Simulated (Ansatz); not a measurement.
Take NiSi$_{2}$ (space group Fm-3m, No. 225; non-magnetic) as the base.

```yaml
crystal:
  lattice:
    - [0.00000, 2.69352, 2.69352]
    - [2.69352, 0.00000, 2.69352]
    - [2.69352, 2.69352, 0.00000]
  atoms:
    - { symbol: Ni, position: [0.00000, 0.00000, 0.00000] }
    - { symbol: Si, position: [0.25000, 0.25000, 0.25000] }
    - { symbol: Si, position: [0.75000, 0.75000, 0.75000] }
```

Cartesian axes are those of the cell as printed.

All numbers come from Ansatz (a quantum-chemistry and plane-wave program), r2SCAN, PAW, cutoff 500 eV, scalar-relativistic without spin-orbit coupling.

Strains are applied to the cell and any free atomic positions relax; under biaxial strain the out-of-plane vector relaxes too.

One change was made to it. Results:

```csv
quantity,base,after
energy relative to the base (free energy F),0 meV/atom,+5.8 meV/atom
pressure,0.0 GPa,5.1 GPa
```

Problem. Name the change that was made.
(A) isotropic strain −0.97 %
(B) tensor shear ε_xz = +1.60 %
(C) isotropic strain −4.62 %
(D) uniaxial strain ε_yy = +0.75 %
(E) biaxial strain −0.86 %, plane normal [111], relaxed out of plane

Solution. A, isotropic strain −0.97 %. For comparison, the energy relative to the base in the other runs: isotropic strain −4.62 % gives +151 meV/atom; biaxial strain −0.86 %, plane normal [111], relaxed out of plane gives +2.0 meV/atom; tensor shear ε_xz = +1.60 % gives +4.1 meV/atom; uniaxial strain ε_yy = +0.75 % gives +0.5 meV/atom.

Without a gap, meshes like the base's 15×15×15 leave anisotropic stresses uncertain by several tenths of a GPa, and small strain energies with them. No phonon test of stability was made. Seeded moments were not kept for the base. All final runs are without spin polarisation.
